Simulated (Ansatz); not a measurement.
Candidates (primitive cells; geometry: cell and atoms relaxed with PBEsol):
A. CdSe (P6_3mc), a = b = 4.3016 Å, c = 7.0220 Å, α = β = 90.00°, γ = 120.00°
B. ZnO (P6_3mc), a = 3.230 Å, b = 3.230 Å, c = 5.215 Å, α = 90.00°, β = 90.00°, γ = 120.00°
C. SiC (P6_3mc), a = 3.0760 Å, b = 3.0760 Å, c = 5.0478 Å, α = 90.00°, β = 90.00°, γ = 120.00°

Task: Order them by hole conductivity mass (lowest first) at the level PBE with spin-orbit coupling, rigid bands (Ansatz, a program for electronic structure).

Result: A (0.96 mₑ), C (1.29 mₑ), B (2.1 mₑ)

Masses are for dilute carriers at 300 K, harmonic means over directions unless an axis is named.
